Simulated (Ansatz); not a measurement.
## Response to strain in BeTe

Consider BeTe in the zinc blende structure (space group F-43m, No. 216; a = 5.6043 Å).

Strains are applied to the cell and any free atomic positions relax.

Computed with PBEsol (Ansatz, a program for electronic structure), no spin-orbit coupling.

Notes on the quantities. energy relative to the base: free energy F.

| isotropic strain (%) | energy relative to the base (meV/atom) |
|---|---|
| -3 | 36.9 |
| -2.5 | ? |
| -1.5 | 8.8 |
| -0.5 | 1.0 |
| 0 | 0.0 |
| 1 | 3.6 |
| 1.5 | 8.0 |
| 2.5 | 21.6 |
| 3 | 30.6 |

Fit ΔE = Aε² + Bε³ (ε in %) to the rows shown and predict the withheld row.

Least squares on the printed values gives A = 3.75 and B = -0.12 meV/atom (largest residual 0.0 meV/atom); this predicts 25.3 meV/atom, and the run gives 25.2 meV/atom, in agreement.

Whether these cells are dynamically stable was not tested.
